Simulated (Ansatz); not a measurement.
System: 1T (CdI2-type) MgI2. Method: RPBE (PAW; Ansatz, an electronic-structure program).

Run with plane-wave cutoff 520 eV, 12×12×6 k mesh (along the axes of the cell as run), Fermi–Dirac smearing 0.01 eV, scalar-relativistic PAW data made under PBE.

Cell (measured lattice):

```cif
data_I2Mg
_chemical_formula_sum 'Mg1 I2'
_space_group_name_H-M_alt 'P-3m1'
_space_group_IT_number 164
_space_group_name_Hall '-P 3 2"'
_cell_length_a 4.15370
_cell_length_b 4.15370
_cell_length_c 6.86200
_cell_angle_alpha 90.000
_cell_angle_beta 90.000
_cell_angle_gamma 120.000
loop_
_atom_site_label
_atom_site_type_symbol
_atom_site_symmetry_multiplicity
_atom_site_Wyckoff_symbol
_atom_site_fract_x
_atom_site_fract_y
_atom_site_fract_z
_atom_site_occupancy
Mg1 Mg 1 a 0.00000 0.00000 0.00000 1
I1 I 2 d 0.33333 0.66667 0.24237 1
```

Question: Estimate the band gap and smallest direct gap on the k points sampled that the calculation returns.

Answer: 
band gap: 3.64 eV
smallest direct gap on the k points sampled: 3.92 eV

Note: cell and atoms aren't relaxed at this level (largest force component 0.08 eV/Å, pressure 2.7 GPa).

Spin–orbit coupling is not included; with these elements it can move the gap by several tenths of an eV or more.

Static lattice: no zero-point or thermal effects.

Computing time: roughly 60 core-seconds.
